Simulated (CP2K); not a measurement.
Worked example: self-consistent single point of CuAgO₂ (C2/m, 4 atoms in the cell) in CP2K

Level of theory: LDA (Pade form), GPW, DZVP-MOLOPT-SR-GTH basis, GTH-PADE potentials (GTH_POTENTIALS) (CP2K).

The input file:

```
&GLOBAL
  PROJECT cuago2
  RUN_TYPE ENERGY_FORCE
  PRINT_LEVEL MEDIUM
&END GLOBAL
&FORCE_EVAL
  METHOD Quickstep
  STRESS_TENSOR ANALYTICAL
  &DFT
    BASIS_SET_FILE_NAME BASIS_MOLOPT
    POTENTIAL_FILE_NAME GTH_POTENTIALS
    &QS
      METHOD GPW
      EPS_DEFAULT 1E-10
    &END QS
    &MGRID
      CUTOFF 600
      REL_CUTOFF 50
      NGRIDS 5
    &END MGRID
    &SCF
      SCF_GUESS ATOMIC
      EPS_SCF 1E-7
      MAX_SCF 100
      ADDED_MOS 7
      &DIAGONALIZATION
        ALGORITHM STANDARD
      &END DIAGONALIZATION
      &MIXING
        METHOD BROYDEN_MIXING
        ALPHA 0.3
        NBUFFER 8
        BETA 1
      &END MIXING
      &SMEAR ON
        METHOD FERMI_DIRAC
        ELECTRONIC_TEMPERATURE [K] 1160.45
      &END SMEAR
    &END SCF
    &KPOINTS
      SCHEME MONKHORST-PACK 10 10 5
      GAMMA_CENTERED T
    &END KPOINTS
    &XC
      &XC_FUNCTIONAL PADE
      &END XC_FUNCTIONAL
    &END XC
    &PRINT
      &MO
        EIGENVALUES T
        OCCUPATION_NUMBERS T
        NDIGITS 8
        FILENAME mo
        &EACH
          QS_SCF 0
        &END EACH
        ADD_LAST NUMERIC
      &END MO
      &MULLIKEN ON
      &END MULLIKEN
    &END PRINT
  &END DFT
  &SUBSYS
    &CELL
      A 3.49821700 0.00000000 0.00000000
      B 2.40303800 2.54222900 0.00000000
      C -2.13165500 -0.91830500 5.41638900
      PERIODIC XYZ
    &END CELL
    &COORD
      Cu       1.88480000     0.81196200     2.70819450
      Ag       0.00000000     0.00000000     0.00000000
      O        4.56135395     1.96500697     1.53700871
      O       -0.79175395    -0.34108297     3.87938029
    &END COORD
    &KIND Cu
      BASIS_SET DZVP-MOLOPT-SR-GTH-q11
      POTENTIAL GTH-PADE-q11
    &END KIND
    &KIND Ag
      BASIS_SET DZVP-MOLOPT-SR-GTH-q11
      POTENTIAL GTH-PADE-q11
    &END KIND
    &KIND O
      BASIS_SET DZVP-MOLOPT-SR-GTH-q6
      POTENTIAL GTH-PADE-q6
    &END KIND
  &END SUBSYS
  &PRINT
    &FORCES ON
    &END FORCES
    &STRESS_TENSOR ON
    &END STRESS_TENSOR
  &END PRINT
&END FORCE_EVAL
```

Output, abridged:

```
 GLOBAL| Method name                                                        CP2K
 GLOBAL| Project name                                                     cuago2
 GLOBAL| Run type                                                   ENERGY_FORCE

 CELL| Volume [angstrom^3]:                                            48.169403
 CELL| Vector a [angstrom]:       3.498     0.000     0.000   |a| =     3.498217
 CELL| Vector b [angstrom]:       2.403     2.542     0.000   |b| =     3.498217
 CELL| Vector c [angstrom]:      -2.132    -0.918     5.416   |c| =     5.892750
 CELL| Angle (b,c), alpha [degree]:                                   111.207209
 CELL| Angle (a,c), beta  [degree]:                                   111.207214
 CELL| Angle (a,b), gamma [degree]:                                    46.612239
 CELL| Numerically orthorhombic:                                              NO
 CELL| Periodicity                                                           XYZ

 DFT| Spin restricted Kohn-Sham (RKS) calculation                            RKS
 DFT| Multiplicity                                                             1
 DFT| Number of spin states                                                    1
 DFT| Charge                                                                   0
 DFT| XC density smoothing                                                  NONE
 DFT| XC derivatives                                                          PW

 QS| Method:                                                                 GPW
 QS| Density plane wave grid type                        NON-SPHERICAL FULLSPACE
 QS| Number of grid levels:                                                    5
 QS| Density cutoff [a.u.]:                                                300.0
 QS| Multi grid cutoff [a.u.]: 1) grid level                               300.0
   [... lines left out ...]
 BRILLOUIN| Wavefunction type                                            COMPLEX
 BRILLOUIN| List of Kpoints [2 Pi/Bohr]                                      252
 BRILLOUIN| Number           Weight            X              Y              Z
 BRILLOUIN|     1           0.00400       -0.40000       -0.40000       -0.40000
 BRILLOUIN|     2           0.00400       -0.40000       -0.40000       -0.20000
 BRILLOUIN|     3           0.00400       -0.40000       -0.40000        0.00000
   [... 249 lines left out ...]
 *******************************************************************************

 Extrapolation method: initial_guess

 Re-scaling the density matrix to get the right number of electrons
                  # Electrons              Trace(P)               Scaling factor
                           34                34.000                        1.000

 Number of electrons:                                                         34
 Number of occupied orbitals:                                                 17
 Number of molecular orbitals:                                                24

 Number of orbital functions:                                                 76
 Number of independent orbital functions:                                     76
 SCF WAVEFUNCTION OPTIMIZATION

  Step     Update method      Time    Convergence         Total energy    Change
     1 NoMix/Diag. 0.30E+00      -     1.31414084      -117.0511697626 -1.17E+02
     2 Broy./Diag. 0.30E+00      -     1.05856659      -117.2588947257 -2.08E-01
     3 Broy./Diag. 0.30E+00      -     0.37336064      -117.3436701529 -8.48E-02
     4 Broy./Diag. 0.30E+00      -     0.03915506      -117.5065213140 -1.63E-01
     5 Broy./Diag. 0.30E+00      -     0.02544563      -117.1337537619  3.73E-01
     6 Broy./Diag. 0.30E+00      -     0.00514566      -116.9658278391  1.68E-01
     7 Broy./Diag. 0.30E+00      -     0.00618707      -117.0086618965 -4.28E-02
   [... 6 lines left out ...]
    14 Broy./Diag. 0.30E+00      -     0.00000210      -117.0223565639  8.06E-06
    15 Broy./Diag. 0.30E+00      -     0.00000189      -117.0223563206  2.43E-07
    16 Broy./Diag. 0.30E+00      -     0.00000031      -117.0223608949 -4.57E-06
    17 Broy./Diag. 0.30E+00      -     0.00000045      -117.0223606516  2.43E-07
    18 Broy./Diag. 0.30E+00      -     0.00000008      -117.0223603311  3.20E-07
  *** SCF run converged in    18 steps ***

  Electronic density on regular grids:        -33.9999999805        0.0000000195
  Core density on regular grids:               33.9999999968       -0.0000000032
  Total charge density on r-space grids:        0.0000000164
  Total charge density g-space grids:           0.0000000164

  Overlap energy of the core charge distribution:               0.00000022838975
  Self energy of the core charge distribution:               -206.30993883166883
  Core Hamiltonian energy:                                     65.00873582440127
  Hartree energy:                                              44.35579907232064
  Exchange-correlation energy:                                -20.07523625375845
  Electronic entropic energy:                                  -0.00172037120432
  Fermi energy:                                                 0.17961555628085

  Total energy:                                              -117.02236033110400
  Total energy (extrapolated to T->0):                       -117.02150014550183

                     Mulliken Population Analysis

 #  Atom  Element  Kind  Atomic population                           Net charge
       1     Cu       1         10.931168                              0.068832
       2     Ag       2         10.484639                              0.515361
       3     O        3          6.292097                             -0.292097
       4     O        3          6.292096                             -0.292096
 # Total charge                             34.000000                 -0.000000

 ENERGY| Total FORCE_EVAL ( QS ) energy [hartree]           -117.022360308205307

 FORCES| Atomic forces [hartree/bohr]
 FORCES|   Atom     x               y               z               |f|
 FORCES|      1  1.41821567E-08 -6.92531126E-09  1.63595520E-09   1.58672573E-08
 FORCES|      2  5.34050713E-08  8.44473825E-09  2.86436912E-09   5.41444351E-08
 FORCES|      3 -1.40154694E-03 -6.03797016E-04 -1.07192471E-02   1.08273341E-02
 FORCES|      4  1.40147936E-03  6.03795487E-04  1.07192426E-02   1.08273208E-02
 FORCES| Sum     7.85507510E-12 -1.02441162E-11  4.85609816E-12
 FORCES| Total atomic force                                       1.37922373E-11

 STRESS| Analytical stress tensor [bar]
 STRESS|                        x                   y                   z
 STRESS|      x       -2.35640062407E+04  -1.75647791683E+04   1.13121850394E+04
 STRESS|      y       -1.75647791683E+04   9.64211681204E+03   4.87372718814E+03
 STRESS|      z        1.13121850394E+04   4.87372718814E+03   2.56142174081E+02
 STRESS| 1/3 Trace                                            -4.55524908485E+03
```

The run converged in 18 iterations.

The starting cell comes from a database of computed structures (which also holds hypothetical and non-ambient phases and stackings), without a prior relaxation at this level. Its lattice was rescaled by a random factor within 2.5 % of one. Spin polarisation is off, so a magnetic state, if there is one, cannot be reached. Values carry the incompleteness of an atom-centred basis. The run gives no clean gap (levels at the Fermi energy touch, overlap or are partly filled at this smearing), which alone does not show that the compound is a metal.

Cost on one core of a shared machine: roughly 3 min.
